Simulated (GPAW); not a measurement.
## σyy against uniaxial strain in fcc Sr (space group 225): C12 (GPAW, LDA)

```
Sr
1.0
    0.00000     2.90337     2.90337
    2.85982     0.00000     2.90337
    2.85982     2.90337     0.00000
Sr
1
Direct
  0.00000   0.00000   0.00000
```

Level of theory: LDA (Perdew-Wang 92), GPAW PAW datasets LDA (gpaw-data 1.0.1) (plane waves; GPAW). Settings: mode = pw; ecut = 585 eV; xc = LDA; kpts = 26 26 26; mesh shift (steps) = 0 0 0; occupations.name = fermi-dirac; occupations.width = 0.05 eV; nbands = -5; convergence.density = 1e-06 e/electron; convergence.energy = 1e-06 eV/electron; symmetry.symmorphic = false; symmetry.tolerance = 0.0005; maxiter = 120. The cell above is the first row's. The rows stretch one cube axis (x) by the strain ε and hold the other two. Stress is positive in tension. In all rows the k mesh is held.

```csv
ε (%),σyy (GPa)
-1.5,-0.158
-1.0,-0.091
-0.5,-0.026
0.0,0.037
0.5,0.098
1.0,0.157
1.5,0.214
2.0,?
```

**Question.** Fit σyy against ε with a parabola, and predict the withheld value at ε = 2.0.

**Answer.** Least squares gives σyy = 0.0370 + 0.12400·ε - 0.00400·ε². Residuals (row less fit): 0.0000, 0.0000, 0.0000, 0.0000, 0.0000, 0.0000, 0.0000; standard error 0.0000 (degrees of freedom: 4). The slope at ε = 0, 0.12400 GPa per cent, gives C12 ≈ 100 × 0.12400 = 12 GPa, for the static lattice. At the withheld row, σyy = 0.0370 + 0.12400 × 2.0 - 0.00400 × 2.0² = 0.2690 GPa. The calculation gives 0.269 GPa, which the fit meets to the printed digits. The row lies outside the fitted rows, so this is an extrapolation.

Carrying the step between the two nearest rows on in a straight line would have given 0.271, off by 0.002; series whose last step already gives the withheld value aren't shown. The reference cell has the volume at which an earlier scan in this program and functional put its minimum by a fit. The unstrained cell stands at a pressure of -0.04 GPa, and the constants belong to that pressure. Without a gap such slopes are sensitive to mesh and smearing. Cutoffs and mesh are single choices, not tested for convergence of this quantity. Series with a scatter that would blur these digits, or in which a gap closes, are not shown. Strain series were run only where this level's volume lies within 10 % of a first guess from the measured size.
